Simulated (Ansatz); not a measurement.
## A computed series for BeTe: response to strain

Base system: BeTe in the zinc blende structure (space group F-43m, No. 216).

```
CELL_PARAMETERS angstrom
      0.00000     2.82841     2.82841
      2.82841     0.00000     2.82841
      2.82841     2.82841     0.00000
ATOMIC_POSITIONS crystal
  Be 0.00000 0.00000 0.00000
  Te 0.25000 0.25000 0.25000
```

Cartesian axes are those of the cell as printed.

Strains are applied to the cell and any free atomic positions relax; under biaxial strain the out-of-plane vector relaxes too.

Method: r2SCAN (Ansatz, a quantum-chemistry and plane-wave program; PAW; 500 eV plane waves; without spin-orbit coupling).

```csv
"biaxial strain, plane normal [001], relaxed out of plane (%)",band gap (eV)
0,2.37
0.5,2.32
1,2.26
1.5,2.21
2,2.16
2.5,?
3,2.07
```

Problem. Fit E_g = E₀ + Dε (ε in %) to the rows shown and predict the withheld row.

Solution. Least squares on the printed values gives E₀ = 2.37 eV, D = -101 meV per % of strain (largest residual 0.01 eV); this predicts 2.11 eV, and the run gives 2.11 eV, in agreement.

Spin-orbit coupling, missing from the scalar runs, can matter with Te. Stability against distortions was not tested.
